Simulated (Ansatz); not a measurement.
**Several settings converged on HfOs (Pm-3m, 2 atoms in the cell)**

```xyz
2
Lattice="3.2273 0.0000 0.0000 0.0000 3.2273 0.0000 0.0000 0.0000 3.2273" Properties=species:S:1:pos:R:3 pbc="T T T"
Hf     0.0000     0.0000     0.0000
Os     1.6136     1.6136     1.6136
```

Base method: LDA (PW92), default PAW files made with PBE (plane waves; Ansatz, an electronic-structure program).

Base settings: basis.ecutwfc = 30.9 Ry; kpoints.mp_grid.grid = 10 10 10; hamiltonian.xc = lda; hamiltonian.pseudopotentials = {kind: paw} (the program's default PAW files); scf.occupations.method = gaussian; scf.occupations.width = 0.0073 Ry.

Core times come from one kind of shared machine, to one figure; runs under 30 s give none.

**Zone-centre phonons against the mesh**

In this ladder: phonons.method = dfpt.

Frequencies are those of the unrelaxed cell, without the LO-TO term of polar crystals.

Only quantities that move along the ladder and can be compared are tabulated.

```csv
kpoints.mp_grid.grid,highest zone-centre frequency (cm⁻¹),core time / last (rough)
3 3 3,89.0,–
5 5 5,133.1,–
8 8 8,151.8,–
12 12 12,151.0,0.2
19 19 19,150.8,0.5
23 23 23,149.9,1
```

Coarsest kpoints.mp_grid.grid that holds the highest zone-centre frequency within 10 cm⁻¹ of the last step, with all finer ones: 8 8 8; the step before is off by 17 cm⁻¹.

**The q mesh of the phonons**

In this ladder: kpoints.mp_grid.grid = 12 12 12; phonons.method = dfpt.

Only quantities that move along the ladder and can be compared are tabulated.

Thermal sums run over frequencies interpolated from this q mesh.

| phonons.qmesh | zero-point energy (meV/atom) | vibrational free energy at 300 K (meV/atom) | core time / last (rough) |
|---|---|---|---|
| 1 1 1 | 19.47 | -54.54 | 0.04 |
| 2 2 2 | 26.48 | -30.13 | 0.1 |
| 3 3 3 | 26.18 | -31.66 | 0.8 |
| 4 4 4 | 26.18 | -31.55 | 1 |

Coarsest phonons.qmesh that holds the zero-point energy within 0.2 meV/atom of the last step, with all finer ones: 3 3 3; the step before is off by 0.30 meV/atom.

Coarsest phonons.qmesh that holds the vibrational free energy at 300 K within 1 meV/atom of the last step, with all finer ones: 3 3 3; the step before is off by 1.4 meV/atom.

On the base run: the starting cell comes from a database of computed structures (which also holds hypothetical and non-ambient phases and stackings), without a prior relaxation at this level. Its lattice was rescaled by up to half a per cent. Spin polarisation is off. In the base run, with a pressure of about -7 GPa the cell is away from its equilibrium volume at this level.

Keys are those of Ansatz 0.2.
